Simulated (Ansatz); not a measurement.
An Ansatz (a quantum-chemistry and plane-wave program) run: Se with a change (isotropic strain −0.33 %); PBE/PAW in Ansatz, no spin-orbit coupling, earlier PAW set.

Input:

Ansatz 0.2 input:
```yaml
crystal:
  lattice:
    - [4.5144510523, 0, 0]
    - [-2.2572255262, 3.9096292954, 0]
    - [0, 0, 5.0258006697]
  atoms:
    - { symbol: Se, position: [0.2184072241, 0, 0.8333333333] }
    - { symbol: Se, position: [0, 0.2184072241, 0.1666666667] }
    - { symbol: Se, position: [0.7815927759, 0.7815927759, 0.5] }
basis: { ecutwfc: 420, ecutrho_ratio: 4, xc_grid: 2, fft_grid_basis: typed }
kpoints: { mp_grid: { grid: [9, 9, 7] } }
hamiltonian:
  xc: pbe
  dispersion: none
  pseudopotentials: { azcp: { folder: ./paw }, kind: paw }
scf: { occupations: { method: fermi_dirac, width: 0.05 }, convergence: { dr2_threshold: 0.0000000003 } }
relax: { f_tol: 0.005, max_steps: 50 }
output: { forces: true, stress: true }
checkpoint: { write: state.ck, write_every: 1000 }
```

Output (explanatory and most iteration lines left out):

```
Relaxation: its limit of steps is 50 (relax.max_steps)
Pseudopotential: Se, paw, valence charge 16
Crystal: 3 atoms, lattice volume = 88.705 Å³
Basis set: ecut = 420 eV, 1751 PW (Γ), exchange–correlation on 64×64×72 points (8 copies of the dense FFT grid, shifted against one another)
Bands: 29, of which v1, the nominal top of the filled ones, is band 24 counted from 1 (23 counted from 0)
Symmetry: 6 space group operations
Space group: P3121 (ITA 152), of the structure as read, at distance tolerance 4.5e-5 Å
k-points: 69 of 567 (time reversal used)
Functional: x = pbe(κ = 0.804, μ = 0.2195149727645171), c = pbe(β = 0.06672455060314922)
SCF iter   1: F=—  HF=-16407.345359 eV  |F-HF|=—  |Δ(HF+E_count)|=         —  Δρ=2.74e-2  dr2=4.19e-1  ethr=3.10e-3  ⟨swp⟩=6.2  Hψ=7942  notcnv=0
SCF iter   2: F=—  HF=-16407.282089 eV  |F-HF|=—  |Δ(HF+E_count)|=   6.33e-2  Δρ=1.50e-2  dr2=1.30e-1  ethr=8.74e-4  ⟨swp⟩=2.0  Hψ=2871  notcnv=0  defer=15
SCF 1 converged in 9 iterations: F = -16407.266091 eV  dr2 = 6.52e-11
relax step   1: F+E_penalty+E_count = -16407.26609070 eV  Δ(F+E_penalty+E_count) = +0.000e0 eV  max|allowed force component| = 9.869e-2 eV/Å  Δτ_max = 0.0000 Å  (9 SCF iters, accepted)
Crystal: 3 atoms, lattice volume = 88.705 Å³
SCF iter   1: F=—  HF=-16407.267014 eV  |F-HF|=—  |Δ(HF+E_count)|=         —  Δρ=4.13e-4  dr2=9.56e-5  ethr=1.89e-7  ⟨swp⟩=2.0  Hψ=6534  notcnv=0  defer=12
SCF iter   2: F=—  HF=-16407.267020 eV  |F-HF|=—  |Δ(HF+E_count)|=   6.31e-6  Δρ=2.20e-4  dr2=2.80e-5  ethr=1.89e-7  ⟨swp⟩=2.0  Hψ=3645  notcnv=0  defer=12
SCF 2 converged in 6 iterations: F = -16407.267017 eV  dr2 = 2.89e-10
relax step   2: F+E_penalty+E_count = -16407.26701745 eV  Δ(F+E_penalty+E_count) = -9.268e-4 eV  max|allowed force component| = 4.603e-4 eV/Å  Δτ_max = 0.0063 Å  (6 SCF iters, accepted)
SCF converged after 6 iterations
Free energy (F): -16407.267017 eV
Internal energy: -16407.267017 eV  (E = F + TS)
E sigma→0 (E₀):  -16407.267017 eV
Entropy (-TS):   -0.000000 eV (-0.000 meV/atom)
Fermi energy:    6.057215 eV
--- Forces (eV/Å), atoms counted from 1 ---
  atom   1  Se     0.00046034     0.00000000    -0.00000000
  atom   2  Se    -0.00023017     0.00039867    -0.00000000
  atom   3  Se    -0.00023017    -0.00039867     0.00000000
--- Stress (GPa, compression-positive) ---
        0.059837       0.000000       0.000000
       -0.000000       0.059837       0.000000
        0.000000       0.000000       0.297101
  P = ⅓ Tr σ = 0.1389 GPa (1.389 kbar)
--- Relaxed structure (2 steps of the walk, 2 accepted, 0 SCFs on fresh bases) ---
  atoms:
    - { symbol: Se, position: [0.2197964731215623, 1.2928982416013708e-19, 0.8333333333333334] }
    - { symbol: Se, position: [1.3877787807814457e-17, 0.21979647312156234, 0.16666666666666669] }
    - { symbol: Se, position: [0.7802035268784377, 0.7802035268784377, 0.5] }
```

Stability against distortions was not tested. The cell was made from Se (space group P3_121, No. 152; made of chains) by this change: isotropic strain −0.33 %. No dispersion term is included, though the crystal is made of layers, chains or molecules, so its spacings can come out too wide.
